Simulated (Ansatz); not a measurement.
Data:

```
CELL_PARAMETERS angstrom
      4.25633     0.00000     0.00000
      2.12817     3.68609     0.00000
      2.12817    -1.22870     3.33360
ATOMIC_POSITIONS crystal
  Al 0.49143 0.25429 0.76286
  Al 0.50857 0.74571 0.23714
  Pt 0.00000 0.00000 0.00000
```

No spin polarisation.

The values are results of PBEsol (Ansatz, a first-principles code, PAW, no SOC), not measurements. k-mesh 17×17×17 (Γ-centred); smearing 0.1 eV (Fermi–Dirac).

**Question.** What is the computed band gap?

**Answer.** Zero.

**Question.** What is the computed mean in-plane stress (compression positive)?

**Answer.** -4.1 GPa.

The cells carry an imposed strain or load. No phonon test of stability was made. The final runs are not spin-polarised. The cell was made from Al2Pt (space group Fm-3m, No. 225) by this change: biaxial strain +2.08 %, plane normal [111], relaxed out of plane.
